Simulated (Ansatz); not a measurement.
Reference: AgI (F-43m), PBEsol with spin-orbit coupling, rigid bands (plane waves, PAW; Ansatz, a program for electronic structure); geometry: cell and atoms relaxed with PBEsol.

```
AgI
1.0
    0.00000     3.22500     3.22500
    3.22500     0.00000     3.22500
    3.22500     3.22500     0.00000
Ag I
1 1
Direct
  0.00000   0.00000   0.00000
  0.75000   0.75000   0.75000
```

- band gap: 0.97 eV
- electron conductivity mass: 0.159 mₑ
- hole conductivity mass: 0.71 mₑ
- Seebeck coefficient, n-type 1e19 cm⁻³: -94 μV/K

Q: Swap Ag for Cu, keeping the structure type. How do these values move?

A: CuI (F-43m): volume per atom 33.5 to 26.2 Å³; band gap stays about the same (0.97 eV to 1.00 eV); electron conductivity mass falls (0.159 mₑ to 0.149 mₑ); hole conductivity mass falls (0.71 mₑ to 0.67 mₑ); Seebeck coefficient, n-type 1e19 cm⁻³ stays about the same (-94 μV/K to -90 μV/K).

Moves up to 5 % count as about the same. Masses are for dilute carriers at 300 K, harmonic means over directions unless an axis is named. Seebeck coefficients are for the stated density at 300 K, with one relaxation time for all states and whether or not that doping can be reached.
